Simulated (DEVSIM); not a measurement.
System: TaN/HfO2/n-Si capacitor, at 300 K.

Layer 1 from the left is HfO2, thickness (nm) 5.50. Layer 2 from the left is Si, thickness (nm) 500, Nd (cm⁻³) 1.3e18.

Metal gate on the left, work function 4.4 eV. Fixed charge at the semiconductor interface 0 cm⁻² (in units of +e); no interface traps.

This is a model device: material constants are rounded textbook-type values typed into the input, and sizes, dopings and lifetimes were drawn at random. Values at 300 K.

HfO2: gap (eV) 5.7, affinity (eV) 2.5, permittivity 22. Si: gap (eV) 1.124, affinity (eV) 4.05, permittivity 11.7, Nc (cm⁻³) 2.86e19, Nv (cm⁻³) 3.1e19.

Model (solved in DEVSIM): 1D Poisson equation in equilibrium, Boltzmann statistics, complete ionisation; no quantum confinement or tunnelling. Metal contacts follow the ideal Schottky-Mott rule: no Fermi-level pinning, no interface dipoles.

Q: What does the simulation give for the minimum of the low-frequency capacitance, the threshold voltage (band bending 2φF), the flat-band voltage?

A: minimum of the low-frequency capacitance 0.337 μF/cm²; threshold voltage (band bending 2φF) -0.87 V; flat-band voltage 0.27 V.
